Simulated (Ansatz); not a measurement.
The reference is ZnS in the zinc blende structure (space group F-43m, No. 216).

```
CELL_PARAMETERS angstrom
      0.00000     2.67833     2.67833
      2.67833     0.00000     2.67833
      2.67833     2.67833     0.00000
ATOMIC_POSITIONS crystal
  S  0.75000 0.75000 0.75000
  Zn 0.00000 0.00000 0.00000
```

Levels (all Ansatz, a quantum-chemistry and plane-wave program, PAW): PBEsol (420 eV, no spin-orbit coupling); r2SCAN (500 eV, scalar-relativistic without spin-orbit coupling); HSE06 (420 eV, spin-orbit coupling left out).

At the geometry relaxed with PBEsol, these levels gave the following band gaps, in shuffled order: (a) 3.46 eV, (b) 2.09 eV, (c) 2.79 eV.

Question: Match each gap to its level.

Answer: (a) HSE06; (b) PBEsol; (c) r2SCAN.

Single points use the geometry relaxed with PBEsol. Stability against distortions was not tested.
